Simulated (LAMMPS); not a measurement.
Consider a free-standing liquid film of Cu, 2352 atoms, at 1360 K in molecular dynamics.

Computed with classical MD, pair style eam, the elements' _u3.eam files (universal-3 set of Foiles, Baskes and Daw) (LAMMPS).

Question: Estimate the excess potential energy of the surface, the surface tension, the number density in the middle for this model.

Answer: excess potential energy of the surface: 1.2 J/m²; surface tension: 0.84 ± 0.03 N/m; number density in the middle: 0.0745 Å⁻³.
